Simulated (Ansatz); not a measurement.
**Response to strain in BeSe**

Consider BeSe in the zinc blende structure (space group F-43m, No. 216).

```
CELL_PARAMETERS angstrom
      0.00000     2.54081     2.54081
      2.54081     0.00000     2.54081
      2.54081     2.54081     0.00000
ATOMIC_POSITIONS crystal
  Be 0.00000 0.00000 0.00000
  Se 0.25000 0.25000 0.25000
```

Cartesian axes are those of the cell as printed.

Strains are applied to the cell and any free atomic positions relax; under biaxial strain the out-of-plane vector relaxes too.

Method: LDA (Ansatz, a first-principles code, PAW, scalar-relativistic without spin-orbit coupling).

Candidates:
(a) biaxial strain +2.50 %, plane normal [111], relaxed out of plane
(b) biaxial strain +1.67 %, plane normal [111], relaxed out of plane
(c) biaxial strain +2.08 %, plane normal [111], relaxed out of plane
(d) biaxial strain −0.83 %, plane normal [111], relaxed out of plane

For the base:

| Quantity | Value |
|---|---|
| Smallest direct gap | 4.43 eV |

Problem. Order them by smallest direct gap, highest first.

Solution. (d) biaxial strain −0.83 %, plane normal [111], relaxed out of plane (4.46 eV), (b) biaxial strain +1.67 %, plane normal [111], relaxed out of plane (4.07 eV), (c) biaxial strain +2.08 %, plane normal [111], relaxed out of plane (3.98 eV), (a) biaxial strain +2.50 %, plane normal [111], relaxed out of plane (3.88 eV)

Stability against distortions was not tested.
